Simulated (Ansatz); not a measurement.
The reference is MoS$_{2}$ in the 2H-MoS2 type structure (space group P6_3/mmc, No. 194; layered, stacked along the Cartesian z axis).

```
CELL_PARAMETERS angstrom
      3.17300     0.00000     0.00000
     -1.58650     2.74790     0.00000
      0.00000     0.00000    12.43657
ATOMIC_POSITIONS crystal
  Mo 0.33333 0.66667 0.25000
  Mo 0.66667 0.33333 0.75000
  S  0.33333 0.66667 0.62491
  S  0.66667 0.33333 0.12491
  S  0.66667 0.33333 0.37509
  S  0.33333 0.66667 0.87509
```

All numbers come from plane-wave PAW DFT at the r2SCAN+rVV10 level (Ansatz, a quantum-chemistry and plane-wave program, 500 eV), no spin-orbit coupling.

One change was made to it. Results:

The valence-band top at Γ (three highest levels, from the VBM) goes from 0.00, -1.13, -1.36 eV to 0.00, -0.98, -1.71 eV; the band gap decreases by 0.47 eV, from 1.01 eV to 0.54 eV; the lattice parameter a decreases by 0.066 Å (3.173 Å → 3.107 Å); the hole mass becomes 1.2 mₑ along c, 0.42 mₑ across (at Γ) (base: 0.87 mₑ along c, 0.69 mₑ across (at Γ)).

Which of these changes matches the shifts?
(A) pressure 4.5 GPa
(B) pressure 2.1 GPa
(C) pressure 0.9 GPa
(D) pressure 9 GPa
(E) pressure 22.5 GPa

D, pressure 9 GPa. For comparison, the band gap in the other runs: pressure 0.9 GPa gives 0.93 eV; pressure 22.5 GPa gives 0.13 eV; pressure 2.1 GPa gives 0.85 eV; pressure 4.5 GPa gives 0.72 eV.

Load acts through the strain it causes; cell and atoms are relaxed under it. Masses are band curvatures over ±0.01 Å⁻¹ around the edge. Whether these cells are dynamically stable was not tested. No other phases were tried under pressure. A zero or small gap of MoS2 under pressure 22.5 GPa can be the functional's error rather than a property of the material.
